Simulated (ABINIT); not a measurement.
Several settings converged on MnS (P3m1, 4 atoms in the cell)

```xyz
4
Lattice="3.9733 0.0000 0.0000 -1.9867 3.4410 0.0000 0.0000 0.0000 6.3742" Properties=species:S:1:pos:R:3 pbc="T T T"
Mn     0.0000     2.2940     6.4168
Mn     1.9867     1.1470     3.1799
S      1.9867     1.1470     0.8041
S      0.0000     2.2940     3.9912
```
Moments meant for the start (each program seeds them in its own way; μB, in the order of the atoms Mn Mn S S): 4.0 4.0 0.0 0.0.

Base method: LDA (PW92), PAW (JTH v2.0 LDA PAW) (plane waves; ABINIT).

Base settings: pseudos = [Mn.LDA_PW-JTH.xml, S.LDA_PW-JTH.xml]; ecut = 30 Ha; pawecutdg = 60 Ha; pawxcdev = 0; ixc = 7; nsppol = 2; occopt = 3; tsmear = 0.1 eV; ngkpt = 4 4 2; nshiftk = 1.

The count of work is k-points × plane waves × bands × iterations; it is no time. 

**The plane-wave cutoff**

Moved along: pawecutdg.

The second cell is the first with its lattice scaled by 0.98.

The mesh stays at the base's, so the ladder's end is converged at best in this setting alone.

Only quantities that move along the ladder and can be compared are tabulated.

| ecut | free energy less the last step's (meV/atom) | energy of the compressed cell less the first (meV/atom) | pressure (GPa) | largest difference of a force vector from the last step's (eV/Å) | count of work / last |
|---|---|---|---|---|---|
| 10 Ha | 642.01 | -11.12 | -36.13 | 0.023 | 0.19 |
| 14 Ha | 128.54 | -35.69 | -5.69 | 0.009 | 0.33 |
| 16 Ha | 99.58 | -36.94 | -6.96 | 0.010 | 0.46 |
| 21 Ha | 12.73 | -36.99 | -6.06 | 0.009 | 0.58 |
| 30 Ha | 0.00 | -37.16 | -5.47 | 0.000 | 1.0 |

Coarsest ecut that holds the energy of the compressed cell less the first within 1 meV/atom of the last step, with all finer ones: 16 Ha; the step before is off by 1.5 meV/atom.

Coarsest ecut that holds the free energy within 5 meV/atom: not settled: the last two steps still differ by 13 meV/atom, over half the tolerance, so the ladder does not show it.

At the lowest cutoff the pressure lies 30.7 GPa under the last step's, the usual sign of Pulay stress in an incomplete plane-wave basis.

**The cutoff for other potential files**

Level: DFT, LDA (PW92), plane waves, norm-conserving pseudopotentials (PseudoDojo nc-sr-04 LDA standard).

In this ladder: pseudos = [Mn.upf, S.upf]; pawecutdg = default; pawxcdev = default; potentials = PseudoDojo nc-sr-04 LDA standard.

The mesh stays at the base's, so the ladder's end is converged at best in this setting alone.

Only quantities that move along the ladder and can be compared are tabulated.

```tsv
ecut	free energy less the last step's (meV/atom)	pressure (GPa)	largest difference of a force vector from the last step's (eV/Å)	net moment (μB/atom)	count of work / last
22 Ha	7917.68	-196.62	0.145	2.300	0.23
34 Ha	275.28	-21.89	0.003	2.384	0.40
41 Ha	12.74	-6.47	0.000	2.387	0.57
58 Ha	0.00	-5.09	0.000	2.387	1.0
```

Coarsest ecut that holds the free energy within 5 meV/atom: not settled: the last two steps still differ by 13 meV/atom, over half the tolerance, so the ladder does not show it.

Coarsest ecut that holds the forces within 0.01 eV/Å of the last step, with all finer ones: 34 Ha, at 0.40 of the last step's count of work; the step before is off by 0.14 eV/Å.

Coarsest ecut that holds the net moment within 0.05 μB/atom of the last step, with all finer ones: 34 Ha, at 0.40 of the last step's count of work; the step before is off by 0.087 μB/atom.

At the lowest cutoff the pressure lies 192 GPa under the last step's, the usual sign of Pulay stress in an incomplete plane-wave basis.

On the base run: the starting cell comes from a database of computed structures (which also holds hypothetical and non-ambient phases and stackings), without a prior relaxation at this level. Its lattice was rescaled by up to half a per cent. One atom was moved a little off its site on purpose. The magnetic order is the one reached from the typed start; others were not searched systematically. In the base run, with a pressure of about -5 GPa the cell is away from its equilibrium volume at this level. Without a gap this mesh is coarse (it stands for a supercell whose shortest vector is 13 Å).
